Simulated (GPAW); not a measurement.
GPAW is run on YIn3 (Pm-3m, 4 atoms in the cell), and the run fails. The aim is a self-consistent single point with DFT PBEsol, plane waves, GPAW PAW datasets PBEsol (made by gpaw-setup).

Cell that was meant: a = 4.6000 Å, b = 4.6000 Å, c = 4.6000 Å, α = 90.00°, β = 90.00°, γ = 90.00°.

Part of the input:

```python
              positions=[[0.000000, 0.000000, 0.000000],
                         [0.000000, 2.300000, 2.300000],
                         [2.300000, 0.000000, 2.300000],
                         [2.300000, 2.300000, 0.000000]])

calc = GPAW(mode={'name': 'pw', 'ecut': 600},
            xc='PBEsol',
```

The program printed (abridged):

```
Input parameters:
  convergence: {density: 1e-05}
  kpts: [5 5 5]
  maxiter: 150
  mode: {ecut: 600,
         name: pw}
  nbands: -8
  occupations: {name: methfessel-paxton,
                order: 1,
                width: 0.136}
  symmetry: {symmorphic: False,
             tolerance: 0.0005}
  xc: PBEsol

species:
  Y:
    name: Yttrium
    Z: 39.0
    valence: 11
    core: 28
    charge: 0.0
    file: Y.PBEsol.gz

    # Using partial waves for Y as LCAO basis

  In:
    name: Indium
    Z: 49.0
    valence: 13
    core: 36
    charge: 0.0
    file: In.PBEsol.gz

    # Using partial waves for In as LCAO basis

Reference energy: -571745.266391  # eV

Spin-paired calculation

Convergence criteria:
 Maximum [total energy] change in last 3 cyles: 0.0005 eV / valence electron
 Maximum integral of absolute [dens]ity change: 1e-05 electrons / valence electron
 Maximum integral of absolute [eigenst]ate change: 4e-08 eV^2 / valence electron
 Maximum number of scf [iter]ations: 150

Traceback (most recent call last):
   [... frames left out ...]
ValueError: K-points can only be used with PBCs!
```

Task: From the messages shown, name the fault and mend the input.

Result: The fault is periodic boundary conditions left out; here the program stops on it instead of giving results. To fix it, switch periodicity on. The program stopped before any SCF iteration.

An input that runs soundly differs in these lines (not the only fix; some lines may just follow from the change or write a value another way):
```diff
-                         [2.300000, 2.300000, 0.000000]])
+                         [2.300000, 2.300000, 0.000000]],
+              pbc=True)
```

With that input, the run converged in 23 iterations: free energy E − TS (from the program's reference atoms) -16.6972 eV; Fermi level (on the code's own zero) 7.92 eV; pressure -2.27 GPa (DFT PBEsol, plane waves, GPAW PAW datasets PBEsol (made by gpaw-setup)).

On the sound input: the starting cell comes from a database of published, mostly measured structures (it also holds non-ambient and calculated ones), without a prior relaxation at this level.
